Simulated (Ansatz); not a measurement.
**Al: pressure series**

The reference is Al in the fcc (Cu type) structure (space group Fm-3m, No. 225; a = 4.0143 Å).

Cell and atoms are relaxed at each pressure.

Method: PBEsol in Ansatz (plane waves to 420 eV, PAW, no spin-orbit coupling).

Notes on the quantities. enthalpy: H = E + PV relative to the base's energy.

| variant | enthalpy | volume per atom |
|---|---|---|
| base | – | 16.17 Å³ |
| pressure −2 GPa | -0.20 eV/atom | 16.60 Å³ |
| pressure −1 GPa | -0.10 eV/atom | ___ |
| pressure 1.8 GPa | +0.18 eV/atom | 15.83 Å³ |
| pressure 4.2 GPa | +0.41 eV/atom | 15.44 Å³ |
| pressure 9 GPa | +0.87 eV/atom | 14.78 Å³ |
| pressure 18 GPa | +1.67 eV/atom | 13.85 Å³ |
| pressure 30 GPa | +2.67 eV/atom | 12.94 Å³ |
| pressure 45 GPa | +3.84 eV/atom | 12.11 Å³ |
| pressure 60 GPa | +4.94 eV/atom | 11.46 Å³ |

Fill in the withheld entries from the trend.


- pressure −1 GPa, volume per atom: 16.38 Å³

Load acts through the strain it causes; cell and atoms are relaxed under it. Stability against distortions was not tested. No other phases were tried under pressure.

Ansatz is a program for electronic structure.
